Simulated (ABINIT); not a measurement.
# Convergence study of the plane-wave cutoff for Ta (Im-3m, 1 atom in the cell)

```
CELL_PARAMETERS angstrom
     -1.65825     1.65825     1.65825
      1.65825    -1.65825     1.65825
      1.65825     1.65825    -1.65825
ATOMIC_POSITIONS crystal
  Ta 0.00000 0.00000 0.00000
```

Computed with PBE, PAW (JTH v2.0 PBE PAW) (plane waves; ABINIT).

Base settings: pseudos = [Ta.GGA_PBE-JTH.xml]; ecut = 20 Ha; pawecutdg = 40 Ha; pawxcdev = 0; occopt = 7; tsmear = 0.00367493 Ha; ngkpt = 5 5 5; nshiftk = 1; shiftk = 0 0 0; potentials = JTH v2.0 PBE PAW.

Moved along: pawecutdg.

The second cell is the first with its lattice scaled by 0.98.

The mesh stays at the base's, so the ladder's end is converged at best in this setting alone.

Only quantities that move along the ladder and can be compared are tabulated.

The count of work is k-points × plane waves × bands × iterations; it is no time. 

The starting cell has typed, rounded lattice constants, without a prior relaxation at this level. Its lattice was rescaled by up to half a per cent. Spin polarisation is off. In the base run, with a pressure of about 3 GPa the cell is away from its equilibrium volume at this level. Without a gap this mesh is coarse (it stands for a supercell whose shortest vector is 14 Å).

```tsv
ecut	free energy less the last step's (meV/atom)	energy of the compressed cell less the first (meV/atom)	pressure (GPa)	count of work / last
7 Ha	1000.49	49.81	-20.22	0.030
8 Ha	557.14	45.33	-11.63	0.040
9 Ha	321.73	65.95	-3.46	0.054
10 Ha	237.33	65.82	0.61	0.051
11 Ha	191.94	71.28	1.28	0.061
12 Ha	150.28	68.26	0.97	0.074
14 Ha	77.88	64.61	1.32	0.10
16 Ha	39.31	65.54	2.71	0.12
18 Ha	28.65	65.10	3.45	0.17
20 Ha	24.02	64.25	3.35	0.23
22 Ha	16.17	64.11	3.09	0.28
24 Ha	9.09	64.17	3.29	0.24
27 Ha	5.98	64.28	3.62	0.38
30 Ha	5.01	64.24	3.52	0.37
35 Ha	1.94	64.02	3.54	0.52
40 Ha	1.19	64.02	3.63	0.56
48 Ha	0.00	64.11	3.58	1.0
```

Coarsest ecut that holds the free energy within 1 meV/atom: not settled: the last two steps still differ by 1.2 meV/atom, over half the tolerance, so the ladder does not show it.

Coarsest ecut that holds the pressure within 0.2 GPa of the last step, with all finer ones: 27 Ha, at 0.38 of the last step's count of work; the step before is off by 0.28 GPa.

Coarsest ecut that holds the energy of the compressed cell less the first within 2 meV/atom of the last step, with all finer ones: 14 Ha, at 0.10 of the last step's count of work; the step before is off by 4.1 meV/atom.

Two neighbours can agree and both be off: 9 Ha and 10 Ha differ by 0.13 meV/atom in the energy of the compressed cell less the first, yet lie about 1.7 meV/atom from the last step.

At the lowest cutoff the pressure lies 23.8 GPa under the last step's, the usual sign of Pulay stress in an incomplete plane-wave basis.
